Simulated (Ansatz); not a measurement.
Given:

```
CELL_PARAMETERS angstrom
      2.95452     0.00857     0.00000
      0.00857     2.95452     0.00000
      0.00000     0.00000     2.95452
ATOMIC_POSITIONS crystal
  Al 0.50000 0.50000 0.50000
  Ru 0.00000 0.00000 0.00000
```

No spin polarisation.

Computed with Kohn–Sham DFT with the LDA functional, run in Ansatz (a first-principles code) with PAW and 420 eV plane waves, scalar-relativistic without spin-orbit coupling. Γ-centred 19×19×19 mesh, Fermi–Dirac width 0.1 eV.

Predict the stress and band gap.

The stress (xx, yy, zz, yz, xz, xy; compression positive) comes out as (0.0, 0.0, 0.0, 0.0, 0.0, -0.8) GPa. The band gap is zero.

The cells carry an imposed strain or load. Whether these cells are dynamically stable was not tested. The final runs are not spin-polarised. The cell was made from AlRu in the CsCl type structure (space group Pm-3m, No. 221) by this change: tensor shear ε_xy = +0.29 %.
